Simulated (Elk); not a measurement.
Band structure of CsZn₄P₃ (P4/mmm, 8 atoms in the cell).

```yaml
crystal:
  lattice:
    - [3.95666, 0.00000, 0.00000]
    - [0.00000, 3.95666, 0.00000]
    - [0.00000, 0.00000, 10.18103]
  atoms:
    - { symbol: Cs, position: [0.00000, 0.00000, 0.50000] }
    - { symbol: Zn, position: [0.50000, 0.00000, 0.84844] }
    - { symbol: Zn, position: [0.50000, 0.00000, 0.15156] }
    - { symbol: Zn, position: [0.00000, 0.50000, 0.84844] }
    - { symbol: Zn, position: [0.00000, 0.50000, 0.15156] }
    - { symbol: P, position: [0.50000, 0.50000, 0.72670] }
    - { symbol: P, position: [0.50000, 0.50000, 0.27330] }
    - { symbol: P, position: [0.00000, 0.00000, 0.00000] }
```

Level of theory: LDA (PW92), all-electron FP-LAPW, Elk's shipped species files, default APW+lo basis (Elk 10.2.4).

Settings: xctype = 3; rgkmax = 7; stype = 3; swidth = 0.00367493 Ha; ngridk = 4 4 2; rmtscf = 0.9.

The starting cell comes from a database of computed structures (which also holds hypothetical and non-ambient phases and stackings), without a prior relaxation at this level. Its lattice was rescaled by a random factor within 2.5 % of one. Values depend on the basis (sphere radii, cutoffs, local orbitals), which need not be converged. The run gives no clean gap (levels at the Fermi energy touch, overlap or are partly filled at this smearing), which alone does not show that the compound is a metal.

Levels in eV from the Fermi level, bands 50 to 57:
```csv
point,50,51,52,53,54,55,56,57
Γ,-1.98,-0.17,-0.12,-0.06,-0.06,0.96,1.51,1.73
X,-1.50,-1.15,-1.01,-0.93,1.02,1.51,2.48,2.62
M,-3.19,-3.05,-3.05,-2.16,0.58,1.12,1.12,1.92
Z,-1.89,-1.06,-0.16,-0.16,-0.09,1.15,1.47,1.99
R,-1.50,-1.15,-1.09,-0.99,1.35,1.90,2.44,2.71
A,-3.33,-3.33,-2.81,-2.66,1.06,1.74,1.74,2.87
```

Bands cross the Fermi level along this path, so the cell is metallic at this level.
